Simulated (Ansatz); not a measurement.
Consider NbN in the rock salt structure (space group Fm-3m, No. 225; a = 4.4213 Å).

Method: PBE/PAW in Ansatz (an electronic-structure program), spin-orbit coupling left out.

| level | lattice parameter a |
|---|---|
| PBE | 4.421 Å |

Q: From these computed values, estimate the measured ones, and say how each level misses.

A: Measured: lattice parameter a 4.391 Å (temperature not stated; as listed in John G. Wright, Huili Grace Xing, Debdeep Jena, Physical Review Materials (2023)). Computed minus measured — lattice parameter a: PBE +0.7 %. Measured values not marked as corrected hold thermal and zero-point effects that the static-lattice runs lack.

Stability against distortions was not tested. The final runs are not spin-polarised.
